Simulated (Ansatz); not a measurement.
System: cubic perovskite CsPbCl3 (cubic high-temperature phase). Method: RPBE (Ansatz, a quantum-chemistry and plane-wave program, plane waves, PAW).

Run with plane-wave cutoff 520 eV, 6×6×6 k mesh, Fermi–Dirac smearing 0.01 eV, scalar-relativistic PAW data made under PBE.

A third-order Birch–Murnaghan fit to the energies gives V0 = 40.224 Å³/atom, B0 = 18.4 GPa, B′ = 4.6.

```tsv
V (Å³/atom)	P (GPa)
37.810	?
38.615	?
39.419	?
40.224	0.000
41.028	-0.347
41.833	-0.658
42.637	-0.936
```

Q: Estimate the withheld pressures from this fit; the answers are the runs' own values.

A: 
- 37.810, P (GPa): 1.310
- 38.615, P (GPa): 0.823
- 39.419, P (GPa): 0.389

The formula P = (3/2) B0 (x^(7/3) − x^(5/3)) [1 + (3/4)(B′ − 4)(x^(2/3) − 1)] with x = V0/V meets the computed pressures within 0.01 GPa when these rounded values are put in.

Note: the cell is over a tenth larger than the published one: the level's own overestimate first of all, though another phase or state, or a fault of the published cell, is possible; the relaxation could not lower the start's symmetry, so the cell can be a saddle point above a distorted one.

Spin–orbit coupling is not included; it can shift volumes and moduli of such heavy elements.

The computed numbers hold no vibrational or temperature effects.
